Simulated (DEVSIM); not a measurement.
Structure: Schottky contact on n-type GaP, at 300 K.

Layer 1 from the left is GaP, thickness (μm) 1.20, Nd (cm⁻³) 3e17, τn (s) 6.8e-7, τp (s) 6.8e-7. Layer 2 from the left is GaP, thickness (μm) 2.00, Nd (cm⁻³) 9e17, τn (s) 6.8e-7, τp (s) 6.8e-7.

Left contact: Schottky, work function 4.89 eV, emission velocity 2.8e6 cm/s. Right contact: ohmic. Voltage is applied to the left contact. Recombination: SRH at mid-gap, radiative. Mobility is μmin + (μ − μmin)/(1 + (N/Nref)^α).

The device is made up for the run: typed textbook-type constants, with dimensions and the other settings drawn at random. Values at 300 K.

GaP: gap (eV) 2.26, affinity (eV) 3.8, permittivity 11.1, Nc (cm⁻³) 1.8e19, Nv (cm⁻³) 1.9e19, μn (cm²/Vs) 250, μp (cm²/Vs) 150, μn,min 10, μp,min 10, Nref,n 4.4e18, Nref,p 1e18, αn 0.8, αp 0.85, B (cm³/s) 1e-13.

DEVSIM, 1D drift-diffusion, Boltzmann statistics, complete ionisation; no tunnelling, impact ionisation, image-force lowering or self-heating. Metal contacts follow the ideal Schottky-Mott rule: no Fermi-level pinning, no interface dipoles.

Dark forward current:

```csv
|V| (V),|J| (A/cm²)
0.05,2.239e-11
0.10,1.771e-10
0.15,1.246e-9
0.20,8.626e-9
0.25,5.960e-8
0.30,4.116e-7
0.35,2.842e-6
0.40,1.961e-5
0.45,0.0001353
0.50,0.0009332
0.55,0.006432
0.60,0.04430
0.65,0.3047
0.70,2.090
0.75,14.19
0.80,91.63
0.85,475.0
0.90,1534
0.95,3216
```

**Question.** Work out the local ideality factor n = ΔV / (kT/q · ln(J2/J1)) between the rows 0.15 and 0.20 V, 0.90 and 0.95 V.

**Answer.** kT/q = 25.85 mV. From 0.15 to 0.20 V: ln(8.626e-9/1.246e-9) = 1.935, n = 1.00, near the 1 of diffusion or emission over a barrier. From 0.90 to 0.95 V: ln(3216/1534) = 0.740, n = 2.61; the layers' resistance at their doping, Σ W/(qμN) = 1.8e-5 Ω cm², would take 30 mV of this step of 50 mV.

**Question.** Estimate the current at 0.45 V for emission alone, J0 = q v N_band exp(−φB/kT), and read the barrier back from the simulated current.

**Answer.** φB = 1.090 eV, N_band = 1.80e19 cm⁻³, J0 = 3.93e-12 A/cm²; J = J0 (exp(qV/kT) − 1) = 0.000143 A/cm². The simulation gives 0.000135 A/cm²; the estimate lies 5.6 % above. Read backwards, the simulated current gives an apparent barrier of 1.091 eV. The estimate leaves out transport through the depletion region and minority injection.
